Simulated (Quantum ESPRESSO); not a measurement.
Input and output of a self-consistent single point for LaPb3 (P1, 4 atoms in the cell) (Quantum ESPRESSO).

Level of theory: LDA (PZ), GBRV 1.5 ultrasoft (LDA) pseudopotentials (plane waves; Quantum ESPRESSO 7.5).

The change in words: atoms moved at random. Reference geometry:
```yaml
crystal:
  lattice:
    - [4.92952, 0.00000, 0.00000]
    - [0.00000, 4.92952, 0.00000]
    - [0.00000, 0.00000, 4.92952]
  atoms:
    - { symbol: La, position: [0.00000, 0.00000, 0.00000] }
    - { symbol: Pb, position: [0.00000, 0.50000, 0.50000] }
    - { symbol: Pb, position: [0.50000, 0.00000, 0.50000] }
    - { symbol: Pb, position: [0.50000, 0.50000, 0.00000] }
```

Reference input (self-consistent single point, DFT, LDA (PZ), plane waves, GBRV 1.5 ultrasoft (LDA) pseudopotentials): ecutwfc = 40 Ry; ecutrho = 200 Ry; occupations = smearing; smearing = gaussian; degauss = 0.0099958 Ry; potentials = {La: la_lda_v1.uspp.F.UPF, Pb: pb_lda_v1.uspp.F.UPF}; K_POINTS = automatic 7 7 7 0 0 0; conv_thr = 1e-11 Ry; mixing_beta = 0.3. This run's input differs from it in these lines:

```diff
@@ -9,4 +9,3 @@
 &system
- ibrav = 1,
- celldm(1) = 9.315435167,
+ ibrav = 0,
  nat = 4,
@@ -27,8 +26,12 @@
 ATOMIC_POSITIONS bohr
-La    0.000000000    0.000000000    0.000000000
-Pb    0.000000000    4.657717584    4.657717584
-Pb    4.657717584    0.000000000    4.657717584
-Pb    4.657717584    4.657717584    0.000000000
+La   -0.061882436    0.001928295    0.053470598
+Pb   -0.048421632    4.581861995    4.609128274
+Pb    4.650395651    0.079535185    4.621266286
+Pb    4.775334268    4.652119007    0.031570010
 K_POINTS automatic
 7 7 7  0 0 0
+CELL_PARAMETERS angstrom
+   4.929516000     0.000000000     0.000000000
+   0.000000000     4.929516000     0.000000000
+   0.000000000     0.000000000     4.929516000
```

Output, abridged:

```
     Self-consistent Calculation

     iteration #  1     ecut=    40.00 Ry     beta= 0.30

     Threshold (ethr) on eigenvalues was too large:
     Diagonalizing with lowered threshold

     negative rho (up, down):  1.135E-01 0.000E+00

     total energy              =    -594.41215937 Ry
     estimated scf accuracy    <       0.15264931 Ry

     iteration #  2     ecut=    40.00 Ry     beta= 0.30

     negative rho (up, down):  1.136E-01 0.000E+00

     total energy              =    -594.44640576 Ry
     estimated scf accuracy    <       0.01534385 Ry

     iteration #  3     ecut=    40.00 Ry     beta= 0.30

     negative rho (up, down):  1.118E-01 0.000E+00

     total energy              =    -594.44473780 Ry
     estimated scf accuracy    <       0.00455501 Ry

   [... 9 blocks of this kind left out ...]

     iteration # 13     ecut=    40.00 Ry     beta= 0.30
     c_bands:  1 eigenvalues not converged

     negative rho (up, down):  1.087E-01 0.000E+00

     total energy              =    -594.44610116 Ry
     estimated scf accuracy    <          1.4E-10 Ry

     iteration # 14     ecut=    40.00 Ry     beta= 0.30

     negative rho (up, down):  1.087E-01 0.000E+00
     End of self-consistent calculation

     Number of k-points >= 100: set verbosity='high' to print the bands.

     the Fermi energy is    11.9155 ev

!    total energy              =    -594.44610116 Ry
     estimated scf accuracy    <          6.5E-12 Ry
     smearing contrib. (-TS)   =      -0.00097099 Ry
     internal energy E=F+TS    =    -594.44513017 Ry

     convergence has been achieved in  14 iterations

     negative rho (up, down):  1.087E-01 0.000E+00

     Forces acting on atoms (cartesian axes, Ry/au):

     atom    1 type  1   force =     0.01100907   -0.00437999   -0.00900158
     atom    2 type  2   force =     0.00395975    0.00652706    0.00639152
     atom    3 type  2   force =    -0.00349267   -0.00416497    0.00551774
     atom    4 type  2   force =    -0.01147615    0.00201789   -0.00290768

     Total force =     0.022908     Total SCF correction =     0.000005

     negative rho (up, down):  1.087E-01 0.000E+00
          total   stress  (Ry/bohr**3)                   (kbar)     P=      -31.28
  -0.00021267  -0.00000001   0.00000139          -31.28       -0.00        0.20
  -0.00000001  -0.00021086   0.00000192           -0.00      -31.02        0.28
   0.00000139   0.00000192  -0.00021447            0.20        0.28      -31.55

   JOB DONE.
```

The run converged in 14 iterations. Against the reference run the free energy rises by 7.0 meV/atom, the pressure goes from -3.28 to -3.13 GPa and the largest force goes from 0.000 to 0.383 eV/Å. The full log also holds: “c_bands:  3 eigenvalues not converged”. The full log also holds: “c_bands:  4 eigenvalues not converged”.

The starting cell comes from a database of computed structures (which also holds hypothetical and non-ambient phases and stackings), without a prior relaxation at this level. Its lattice was rescaled by a random factor within 2.5 % of one. For this run, on top of that: atoms moved at random. Spin-orbit coupling is off. With a pressure of about -3 GPa the cell is away from its equilibrium volume at this level.

Cost on one core of a shared machine: roughly 5 min.
